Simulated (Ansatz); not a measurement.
These are PBE (plane waves to 420 eV, PAW; Ansatz, a program for electronic structure) values and carry that method's errors.

Plane-averaged electrostatic potential energy along the normal, in eV from the Fermi level, for a constructed model of the (100) surface of rock-salt TiC, a layer of Mo, one atom over each C (bottom of the slab: a bare face, its two planes held):

(z (Å), V (eV)): (3.83, 4.15); (4.13, 4.15); (4.42, 4.15); (4.72, 4.14); (5.01, 4.14); (5.31, 4.12); (5.60, 4.08); (5.90, 3.99); (6.19, 3.81); (6.49, 3.44); (6.78, 2.66); (7.08, 0.97); (7.38, -3.14); (7.67, -10.04); (7.96, -16.09); (8.26, -16.18); (8.55, -10.29); (8.85, -3.54); (9.14, -0.37); (9.44, -1.89); (9.73, -7.68); (10.03, -14.80); (10.32, -17.35); (10.62, -12.99); (10.91, -5.70); (11.21, -1.04); (11.50, -0.93); (11.80, -5.46); (12.09, -12.85); (12.39, -17.40); (12.68, -15.00); (12.98, -8.03); (13.27, -2.24); (13.57, -0.55); (13.86, -3.57); (14.16, -10.30); (14.46, -16.51); (14.75, -16.73); (15.04, -10.71); (15.34, -3.83); (15.63, -0.67); (15.93, -2.34); (16.22, -8.07); (16.52, -15.05); (16.81, -17.60); (17.11, -13.12); (17.40, -5.75); (17.70, -1.45); (17.99, -2.09); (18.29, -6.66); (18.58, -13.04); (18.88, -17.58); (19.18, -15.60); (19.47, -8.12); (19.77, -2.30); (20.06, -2.52); (20.36, -7.80); (20.65, -13.94); (20.95, -16.62); (21.24, -14.15); (21.54, -7.99); (21.83, -2.00); (22.12, 1.06); (22.42, 2.44); (22.71, 3.16); (23.01, 3.54); (23.30, 3.73); (23.60, 3.83); (23.89, 3.88); (24.19, 3.91); (24.48, 3.93); (24.78, 3.93); (25.07, 3.94); (25.37, 3.94)

Set-up: 13 atoms, 13.3 Å thick at the start with caps and adatoms (thin: gaps and levels are the slab's own); mesh 12x12x1; 0.1 eV smearing; dipole correction on; 4 atoms held, the rest relaxed; symmetry of the start imposed; no spin, no spin-orbit, no U. In PBE it is, or lies within 0.01 eV a 1x1 cell of, the lowest of the 2 structures of its composition computed so far; subsurface sites and larger cells were not tried.

The vacuum level lies 3.94 eV above the Fermi level over the top face and 4.15 eV above it under the bottom face.
